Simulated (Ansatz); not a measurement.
An Ansatz (a program for electronic structure) input (PBEsol/PAW in Ansatz, without spin-orbit coupling):

Ansatz 0.2 input:
```yaml
crystal:
  lattice:
    - [3.0486985013, 0, 0]
    - [1.5243492506, 2.6402503506, 0]
    - [0, 0, 3.5064127294]
  atoms:
    - { symbol: Mg, position: [0, 0, 0] }
    - { symbol: B, position: [0.6666666667, 0.6666666667, 0.5] }
    - { symbol: B, position: [0.3333333333, 0.3333333333, 0.5] }
basis: { ecutwfc: 420, ecutrho_ratio: 4, xc_grid: 2, fft_grid_basis: typed }
kpoints: { mp_grid: { grid: [22, 22, 17] } }
hamiltonian:
  xc: pbesol
  dispersion: none
  pseudopotentials: { kind: paw }
scf: { occupations: { method: fermi_dirac, width: 0.1 } }
relax: { f_tol: 0.005, max_steps: 50, cell: { stress_tol: 0.01, fix: [a, b, gamma] } }
output: { forces: true, stress: true }
checkpoint: { write: state.ck, write_every: 1000 }
```

Problem. Which symmetry and how many k-points will the program report, and about how many plane waves at Γ?

Solution. Space group P6/mmm (ITA 191) with 24 operations, k-points 468 of 8228, and 539 plane waves at Γ.

Problem. And the final pressure?

Solution. 1.65 GPa (compression positive).

The cells carry an imposed strain or load. Whether these cells are dynamically stable was not tested. All final runs are without spin polarisation. The cell was made from MgB₂ (space group P6/mmm, No. 191) by this change: biaxial strain −0.50 %, plane normal [001], relaxed out of plane.
